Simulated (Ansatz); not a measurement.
A periodic model of amorphous Si34N36:

```xyz
70
Lattice="9.4519 0.0000 0.0000 0.0000 9.4519 0.0000 0.0000 0.0000 9.4519" Properties=species:S:1:pos:R:3 pbc="T T T"
Si     8.8792     3.3811     6.7255
Si     5.4134     6.5646     8.0037
Si     2.9044     5.2003     5.3632
Si     2.1605     1.9678     7.0327
Si     4.4945     1.5356     8.8200
Si     3.4332     8.6118     7.4807
Si     1.9459     9.0083     0.2396
Si     7.8825     3.3017     0.2136
Si     8.4596     6.1118     1.3832
Si     9.2638     5.6587     5.9342
Si     8.9921     7.8090     8.1338
Si     7.3330     3.0406     4.0195
Si     1.5894     4.1152     0.9956
Si     6.5796     5.0592     2.2140
Si     5.8780     3.0164     7.3320
Si     3.0740     3.9305     7.9917
Si     4.3290     8.0033     4.6547
Si     1.9612     6.2246     8.0397
Si     5.4078     2.3556     2.1378
Si     5.2179     7.2297     0.8988
Si     9.2063     3.4523     2.8305
Si     3.8257     9.0904     1.6151
Si     0.6214     1.6908     1.4929
Si     9.4319     8.5651     2.9009
Si     3.8696     5.0403     2.8282
Si     5.7395     5.1564     5.3138
Si     7.1796     8.5926     0.8431
Si     2.3555     0.1216     4.6394
Si     6.9990     0.1551     3.9702
Si     0.8953     5.4724     3.3518
Si     8.7472     0.7292     5.4271
Si     8.9439     0.8665     8.3219
Si     3.7806     3.0753     4.7904
Si     6.2195     9.2481     6.7866
N      0.6025     9.3701     4.4601
N      0.3863     1.7519     7.0281
N      7.5066     3.4357     7.9457
N      0.5805     9.0667     8.6167
N      6.5338     3.4932     1.3314
N      4.2420     3.3311     3.0918
N      3.4981     8.9340     3.3853
N      0.3985     6.5527     7.3727
N      8.7273     1.8210     0.2826
N      1.9759     2.4924     0.8632
N      0.9147     9.4457     1.7365
N      3.1797     5.4297     7.0255
N      2.6581     7.6416     8.6682
N      0.0754     6.8057     2.6053
N      6.3381     1.7027     3.4492
N      4.2433     6.0701     4.4802
N      5.0587     5.8035     1.8983
N      8.2108     7.2057     0.0932
N      5.2167     3.5169     5.7880
N      9.1454     4.4081     1.0572
N      3.0865     8.4477     5.8016
N      2.2524     5.1489     2.3066
N      5.8698     8.7721     5.0697
N      5.7052     1.2889     7.5136
N      4.5804     3.2695     8.5317
N      5.1150     8.2461     7.6589
N      6.6745     4.6851     3.9380
N      1.3550     5.7464     4.9573
N      2.7513     1.7307     5.3274
N      6.2241     5.9053     6.7205
N      7.7096     8.7613     2.6308
N      2.0709     4.8551     9.0399
N      8.1420     2.4468     5.4290
N      8.0212     9.1695     7.1109
N      3.0200     0.7609     8.1304
N      4.7366     1.1340     1.0676
```

Calculation: PBE, scalar-relativistic without spin-orbit coupling (plane waves to 420 eV, PAW; Ansatz, a program for electronic structure). The usual formal charges leave 28 electrons over, so the level spacing at the Fermi energy parts defect or band states and needn't be the band gap.

The cell was made by melting and quenching with the CHGNet potential and then relaxed with DFT. N atoms were pushed apart under 1.9 Å during the dynamics, to hinder bonds among them. It is the lowest in DFT energy of 2 quenches. It is a model cell: composition and starting density were chosen by hand, and all elements were melted together. No dispersion term was used. Its density started from a set value of 3.00 and ended at 2.87 g/cm³. Cooling (nominally 300 K/ps over its main leg) ran many orders faster than in experiment, which tends to leave more defects and strain. Values belong to this one cell and scatter from quench to quench. The volume was free in the relaxation, at fixed shape. Stress components on the final sampling reach 2.8 GPa. On a 2×2×2 Γ-centred mesh force components of up to 0.24 eV/Å stay, since the relaxation ran on the zone centre alone.

Neighbours within Si-Si 2.60 Å, Si-N 2.34 Å, N-N 1.70 Å count as bonded. Two cations that share two anions don't count as bonded, nor two that share one unless they lie closer than Si-Si 2.38 Å.

### Question
Give the coordination numbers, mean bond lengths and angles.

### Answer

* **Mean coordination of Si by anions**: 3.26 (2 with 1, 4 with 2, 11 with 3, 17 with 4); 24 close contacts or bonds to cations besides
* **Mean coordination of N**: 3.08 (2 with 2, 29 with 3, 5 with 4)
* **Mean Si-N bond**: 1.789 Å (spread 0.095 Å, 111 counted)
* **Mean Si-Si bond**: 2.370 Å (spread 0.053 Å, 12 counted)
* **Bond angle at Si**: mean 108.7°, spread 13.8°
* **Bond angle at N**: mean 115.5°, spread 13.7°

### Question
Which atoms depart from the most common coordination of their element?

### Answer
Si2 has 3 (N64 1.65 Å, N60 1.74 Å, Si20 2.45 Å); Si7 has 5 (N38 1.74 Å, N47 1.85 Å, N45 1.87 Å, N69 2.25 Å, Si22 2.33 Å); Si10 has 3 (N42 1.79 Å, N62 1.83 Å, Si1 2.44 Å); Si27 has 3 (N65 1.87 Å, N52 1.88 Å, Si20 2.39 Å); Si31 has 5 (N35 1.82 Å, N67 1.82 Å, N68 2.09 Å, N36 2.19 Å, Si29 2.35 Å); N36 has 4 (Si4 1.79 Å, Si32 1.80 Å, Si1 1.91 Å, Si31 2.19 Å); N44 has 2 (Si13 1.67 Å, Si23 1.70 Å); N50 has 4 (Si3 1.82 Å, Si26 1.94 Å, Si17 1.94 Å, Si25 1.98 Å); N54 has 4 (Si9 1.87 Å, Si8 1.88 Å, Si13 1.92 Å, Si21 2.02 Å); N64 has 2 (Si2 1.65 Å, Si26 1.67 Å); N68 has 4 (Si34 1.83 Å, Si32 1.91 Å, Si11 1.96 Å, Si31 2.09 Å); N69 has 4 (Si6 1.78 Å, Si5 1.80 Å, Si4 1.84 Å, Si7 2.25 Å).
